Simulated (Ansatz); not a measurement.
Output of an Ansatz run (abridged):

```
WARN basis.ecutwfc = 500 eV, the default
WARN ansatz: RAYON_NUM_THREADS=1 ignored (pool sized by the plan → 1); use --threads N
Pseudopotentials: kind: paw
Pseudopotential: Rb, paw, valence charge 9
Pseudopotential: Ag, paw, valence charge 19
Pseudopotential: Sc, paw, valence charge 11
Pseudopotential: Cl, paw, valence charge 7
Crystal: 10 atoms, lattice volume = 270.369 Å³
Basis set: ecut = 500 eV, 6855 PW (Γ), exchange–correlation on 216×216×216 points (64 copies of the dense FFT grid, shifted against one another)
Bands: 55, of which v1, the nominal top of the filled ones, is band 45 counted from 1 (44 counted from 0)
Symmetry: 48 space group operations
Space group: Fm-3m (ITA 225), of the structure as read, at distance tolerance 6.5e-5 Å
k-points: 8 of 64
PAW frozen core: Rb, regenerated for the run's functional
PAW frozen core: Ag, regenerated for the run's functional
PAW frozen core: Sc, regenerated for the run's functional
PAW frozen core: Cl, regenerated for the run's functional
Initial density: superposition of atomic densities (neutral atoms: chi_scale 0, normalization atom), corrected by the library's trained network
Initial wavefunctions: pseudopotential atomic-orbital guess
Eigensolver: davidson
Functional: x = r2scan, c = r2scan; τ floored in thin density (d = 2e-4 eV/Å³)
SCF iter   1: F=—  HF=-22821.778297 eV  |F-HF|=—  |Δ(HF+E_count)|=         —  Δρ=6.60e-3  dr2=1.53e-1  dr2_τ=2.29e-2  ethr=1.77e-3  ⟨swp⟩=8.5  Hψ=1810  notcnv=0
all-band conjugate gradients solve this SCF's bands
preconditioner: auto → Resta (q_TF=auto, 2.271 Å⁻¹)
SCF iter   2: F=—  HF=-22821.821809 eV  |F-HF|=—  |Δ(HF+E_count)|=   4.35e-2  S|Δr|=    0.00e0  Δρ=2.80e-3  dr2=9.34e-3  dr2_τ=2.25e-3  ethr=1.70e-4  ⟨swp⟩=2.0  Hψ=874  notcnv=0  defer=38
SCF iter   3: F=—  HF=-22821.822044 eV  |F-HF|=—  |Δ(HF+E_count)|=   2.35e-4  S|Δr|=    0.00e0  Δρ=1.32e-3  dr2=2.10e-3  dr2_τ=1.89e-4  ethr=1.04e-5  ⟨swp⟩=2.6  Hψ=765  notcnv=0  defer=38
SCF iter   4: F=—  HF=-22821.822408 eV  |F-HF|=—  |Δ(HF+E_count)|=   3.64e-4  S|Δr|=    0.00e0  Δρ=2.23e-4  dr2=9.95e-5  dr2_τ=1.50e-5  ethr=2.33e-6  ⟨swp⟩=2.2  Hψ=724  notcnv=0  defer=38
SCF iter   5: F=—  HF=-22821.822326 eV  |F-HF|=—  |Δ(HF+E_count)|=   8.22e-5  S|Δr|=    0.00e0  Δρ=7.31e-5  dr2=1.11e-5  dr2_τ=1.60e-6  ethr=1.11e-7  ⟨swp⟩=2.0  Hψ=754  notcnv=0  defer=38
SCF iter   6: F=—  HF=-22821.822327 eV  |F-HF|=—  |Δ(HF+E_count)|=   1.14e-6  S|Δr|=    0.00e0  Δρ=1.67e-5  dr2=6.60e-7  dr2_τ=8.14e-8  ethr=1.24e-8  ⟨swp⟩=2.0  Hψ=754  notcnv=0  defer=38
SCF iter   7: F=-22821.822328 eV  HF=-22821.822328 eV  |F-HF|=1.97e-8  |Δ(HF+E_count)|=   5.52e-7  S|Δr|=    0.00e0  Δρ=3.67e-6  dr2=4.24e-8  dr2_τ=4.66e-9  ethr=1.11e-10  ⟨swp⟩=12.4  Hψ=2183  notcnv=0
SCF 1 converged in 7 iterations: F = -22821.822328 eV  dr2 = 4.24e-8
SCF converged after 7 iterations
Stability not checked (fill_not_monotonic)
Free energy (F): -22821.822328 eV
Harris-Foulkes:  -22821.822328 eV  (|F-HF|=1.97e-8)
Internal energy: -22821.822328 eV  (E = F + TS)
E sigma→0 (E₀):  -22821.822328 eV
Fermi energy:    5.368521 eV
Step filling:    the computed levels leave a gap of 2.7912 eV = 14.0 smearing widths
--- Per-component energies (eV) ---
  E_band       = -952.806544
  E_kinetic    = 2142.149097
  E_local      = -7801.293867  (includes V_loc(G=0)·N_el)
  E_nonlocal   = 676.734154
  E_hartree    = 3028.930672
  E_xc         = -1154.958669
  E_vxc        = -1517.326159  (∫ρ·V_xc dr)
  E_paw        = -14156.942411  (= ΣΔE_a)
  E_vpaw       = -598.073248  (= ΣTr[D̂ρ^β])
  E_aug_tail   = 0.000268  (compensation charges beyond the density's cutoff)
  E_vtau       = 87.136001  (kinetic-family band-sum trace: ∫τ·v_τ [+ j·A + Jᵃ·Aᵃ] dr)
  E_ewald      = -5554.581474
  E_core_change = -1.860098  (= ΣΔE_core)
  E_smearing   = 0.000000  (= −TS)
  E_closure    = -0.000000  (closes the sum)
  Σ components = -22821.822328   (vs F -22821.822328, Δ=0.00e0)
--- Forces (eV/Å), atoms counted from 1 ---
  atom   1  Rb     0.00000000    -0.00000000     0.00000000
  atom   2  Rb    -0.00000000    -0.00000000    -0.00000000
  atom   3  Ag     0.00000000    -0.00000000     0.00000000
  atom   4  Sc     0.00000000    -0.00000000    -0.00000000
  atom   5  Cl    -1.32335967    -0.00000000     0.00000000
  atom   6  Cl     1.32335967     0.00000000     0.00000000
  atom   7  Cl     0.00000000    -1.32335967     0.00000000
  atom   8  Cl    -0.00000000     1.32335967    -0.00000000
  atom   9  Cl    -0.00000000    -0.00000000    -1.32335967
  atom  10  Cl     0.00000000    -0.00000000     1.32335967
  max |Σ_I F_I| component: 8.88e-16 eV/Å
--- Stress (GPa, compression-positive) ---
        0.070299       0.000000      -0.000000
        0.000000       0.070299       0.000000
        0.000000      -0.000000       0.070299
  P = ⅓ Tr σ = 0.0703 GPa (0.703 kbar)
  The stress holds the Pulay correction. Without it, at fixed plane waves, as pw.x and ABINIT print it: P = 0.0461 GPa
--- Band table (eV; the first three rows and the last of 8) ---
  k-point 0: bands = ["-87.9048", "-50.5957", "-50.5957", "-50.5957", "-47.9253", "-25.4989", "-25.4989", "-25.4989", "-22.4294", "-22.4254", "-11.2954", "-10.7750", "-10.7750", "-10.7750", "-10.7039", "-10.7039", "-6.0139", "-6.0139", "-6.0139", [...]
  k-point 1: bands = ["-87.9048", "-50.5957", "-50.5957", "-50.5957", "-47.9253", "-25.4989", "-25.4989", "-25.4989", "-22.4288", "-22.4259", "-11.2306", "-10.8641", "-10.7691", "-10.7691", "-10.7134", "-10.7134", "-5.9987", "-5.9987", "-5.9768", [...]
  k-point 2: bands = ["-87.9048", "-50.5957", "-50.5957", "-50.5957", "-47.9253", "-25.4989", "-25.4989", "-25.4989", "-22.4273", "-22.4273", "-11.0687", "-11.0499", "-10.7601", "-10.7601", "-10.7259", "-10.7259", "-5.9732", "-5.9732", "-5.9730", [...]
  k-point 7: bands = ["-87.9048", "-50.5957", "-50.5957", "-50.5957", "-47.9253", "-25.4989", "-25.4989", "-25.4989", "-22.4272", "-22.4272", "-11.0386", "-11.0383", "-10.7907", "-10.7907", "-10.7346", "-10.7145", "-5.9580", "-5.9580", "-5.9462", [...]
```

The structure:

```
CELL_PARAMETERS angstrom
      0.00000     5.13226     5.13226
      5.13226     0.00000     5.13226
      5.13226     5.13226     0.00000
ATOMIC_POSITIONS crystal
  Rb 0.25000 0.25000 0.25000
  Rb 0.75000 0.75000 0.75000
  Ag 0.50000 0.50000 0.50000
  Sc 0.00000 0.00000 0.00000
  Cl 0.74910 0.25090 0.25090
  Cl 0.25090 0.74910 0.74910
  Cl 0.25090 0.74910 0.25090
  Cl 0.74910 0.25090 0.74910
  Cl 0.25090 0.25090 0.74910
  Cl 0.74910 0.74910 0.25090
```

**Question.** Reconstruct the input of this run.

**Answer.** Other spellings and defaults could give the same log, and not every line can be read from it. The input that was run (DFT, r2SCAN, plane waves, default PAW files made with PBE):

Ansatz 0.2 input:
```yaml
crystal:
  lattice:
    - [0.00000000, 5.13226100, 5.13226100]
    - [5.13226100, 0.00000000, 5.13226100]
    - [5.13226100, 5.13226100, 0.00000000]
  atoms:
    - { symbol: Rb, position_ang: [2.56613050, 2.56613050, 2.56613050] }
    - { symbol: Rb, position_ang: [7.69839150, 7.69839150, 7.69839150] }
    - { symbol: Ag, position_ang: [5.13226100, 5.13226100, 5.13226100] }
    - { symbol: Sc, position_ang: [0.00000000, 0.00000000, 0.00000000] }
    - { symbol: Cl, position_ang: [2.57536857, 5.13226100, 5.13226100] }
    - { symbol: Cl, position_ang: [7.68915343, 5.13226100, 5.13226100] }
    - { symbol: Cl, position_ang: [5.13226100, 2.57536857, 5.13226100] }
    - { symbol: Cl, position_ang: [5.13226100, 7.68915343, 5.13226100] }
    - { symbol: Cl, position_ang: [5.13226100, 5.13226100, 2.57536857] }
    - { symbol: Cl, position_ang: [5.13226100, 5.13226100, 7.68915343] }
kpoints:
  mp_grid:
    grid: [4, 4, 4]
hamiltonian:
  xc: r2scan
  pseudopotentials:
    kind: paw
scf:
  occupations:
    method: methfessel_paxton
    width: 0.2
output:
  forces: true
  eigenvalues: true
  stress: true
```

The starting cell was generated: these elements placed on a structure prototype, without a prior relaxation; it need not be a known phase or ordering of this composition. Its lattice was rescaled by a random factor within 2.5 % of one. Forces in this geometry exceed 1 eV/Å. Ansatz's pressure includes its estimate of the finite-basis (Pulay) stress.

Ansatz is a program for electronic structure.
